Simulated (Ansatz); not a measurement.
System: SrAlHO₂ (model structure, started from the SrVO2H type, P4/mmm, No. 123, 5 atoms in the cell). Method: r²SCAN in Ansatz (plane waves, PAW).

Settings: plane-wave cutoff 560 eV, 10×10×10 k mesh, Fermi–Dirac smearing 0.01 eV, scalar-relativistic PAW data made under PBE.

Cell (relaxed with PBEsol):

```cif
data_HAlO2Sr
_chemical_formula_sum 'Sr1 Al1 O2 H1'
_space_group_name_H-M_alt 'P 1'
_space_group_IT_number 1
_cell_length_a 3.77387
_cell_length_b 3.77387
_cell_length_c 3.65787
_cell_angle_alpha 90.000
_cell_angle_beta 90.000
_cell_angle_gamma 90.000
loop_
_space_group_symop_operation_xyz
  'x, y, z'
loop_
_atom_site_label
_atom_site_type_symbol
_atom_site_fract_x
_atom_site_fract_y
_atom_site_fract_z
_atom_site_occupancy
Sr1 Sr 0.50000 0.50000 0.50000 1
Al1 Al 0.00000 0.00000 0.00000 1
O1 O 0.50000 0.00000 0.00000 1
O2 O 0.00000 0.50000 0.00000 1
H1 H 0.00000 0.00000 0.50000 1
```

**Question.** Give the computed band gap, smallest direct gap on the k points sampled and Γ–Γ gap.

**Answer.** 
- band gap: 4.32 eV
- smallest direct gap on the k points sampled: 4.58 eV
- Γ–Γ gap: 6.72 eV

Note: the relaxation could raise the start's symmetry but not lower it, so the cell can be a saddle point; cell and atoms aren't relaxed at this level (pressure 1.1 GPa).

Spin–orbit coupling is not included.

A model structure was made by putting elements into a prototype or built by hand; it is no filed structure, need not be a known phase, and can be a saddle point held by its symmetry.

Ansatz is a first-principles code.
